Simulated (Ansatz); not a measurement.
**TiAl: response to strain**

Consider TiAl (space group P4/mmm, No. 123; a = 2.766 Å, c = 4.002 Å; relaxed with 0.1 eV smearing). Axes: x, y, z lie along a, b, c of the conventional cell.

Strains are applied to the cell and any free atomic positions relax; under biaxial strain the out-of-plane vector relaxes too.

Calculations: LDA in Ansatz (plane waves to 420 eV, PAW, no spin-orbit coupling).

Notes on the quantities. pressure: mean of the normal stresses, compression positive.

| case | pressure | out-of-plane strain | shortest interatomic distance |
|---|---|---|---|
| base | 0.0 GPa | – | 2.766 Å |
| biaxial strain −3.00 %, plane normal [001], relaxed out of plane | 3.9 GPa | +3.22 % | 2.683 Å |
| biaxial strain −2.50 %, plane normal [001], relaxed out of plane | 3.2 GPa | +2.69 % | 2.697 Å |
| biaxial strain −2.00 %, plane normal [001], relaxed out of plane | 2.5 GPa | +2.15 % | 2.711 Å |
| biaxial strain −1.50 %, plane normal [001], relaxed out of plane | 1.8 GPa | +1.62 % | 2.725 Å |
| biaxial strain −1.00 %, plane normal [001], relaxed out of plane | 1.2 GPa | +1.08 % | 2.739 Å |
| biaxial strain +0.50 %, plane normal [001], relaxed out of plane | -0.6 GPa | -0.56 % | 2.780 Å |
| biaxial strain +1.00 %, plane normal [001], relaxed out of plane | -1.1 GPa | -1.14 % | 2.794 Å |
| biaxial strain +1.50 %, plane normal [001], relaxed out of plane | -1.5 GPa | -1.76 % | 2.794 Å |
| biaxial strain +2.50 %, plane normal [001], relaxed out of plane | -2.4 GPa | -3.01 % | 2.790 Å |

Stability against distortions was not tested. All final runs are without spin polarisation.

Ansatz is a quantum-chemistry and plane-wave program.
